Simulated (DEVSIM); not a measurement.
Device: Schottky contact on p-type CdTe, at 400 K.

```
layer (left to right)  material  thickness (μm)  Na (cm⁻³)   τn (s)   τp (s)
---------------------  --------  --------------  ---------  -------  -------
1                          CdTe            18.0     1.5e16  4.2e-10  4.2e-10
2                          CdTe            1.70       5e17  4.2e-10  4.2e-10
```

Left contact: Schottky, work function 5.01 eV, emission velocity 9.8e6 cm/s. Right contact: ohmic. Voltage is applied to the left contact. Recombination: SRH at mid-gap, radiative, Auger. Mobility is μmin + (μ − μmin)/(1 + (N/Nref)^α).

Constants are typed, rounded textbook-type inputs, not results; the design itself was drawn at random and stands for no fabricated device. Values at 300 K; Nc and Nv go as T^1.5, mobilities as T to minus their exponent, the gap by Varshni's rule with the affinity fixed.

| parameter | CdTe |
|---|---|
| gap (eV) | 1.5 |
| affinity (eV) | 4.28 |
| permittivity | 10.2 |
| Nc (cm⁻³) | 8e17 |
| Nv (cm⁻³) | 1.8e19 |
| μn (cm²/Vs) | 1000 |
| μp (cm²/Vs) | 80 |
| μn,min | 100 |
| μp,min | 10 |
| Nref,n | 1e17 |
| Nref,p | 1e17 |
| αn | 0.6 |
| αp | 0.6 |
| T exponent of μn | 1.7 |
| T exponent of μp | 1.5 |
| B (cm³/s) | 1e-10 |
| Cn (cm⁶/s) | 1e-30 |
| Cp (cm⁶/s) | 1e-30 |
| Varshni α (eV/K) | 0.00031 |
| Varshni β (K) | 108 |

Model (solved in DEVSIM): 1D drift-diffusion, Boltzmann statistics, complete ionisation; no tunnelling, impact ionisation, image-force lowering or self-heating. Metal contacts follow the ideal Schottky-Mott rule: no Fermi-level pinning, no interface dipoles.

The temperature was swept, all else fixed.

```csv
temperature (K),potential step across the device at zero bias (V),dark forward voltage at 1 A/cm² (V)
250,0.713,0.469
300,0.677,0.388
350,0.640,0.307
400,0.602,0.227
450,0.563,0.146
500,0.523,0.082
```

From the first row to the last the potential step across the device at zero bias goes from 0.713 to 0.523. From the first row to the last the dark forward voltage at 1 A/cm² goes from 0.469 to 0.082.
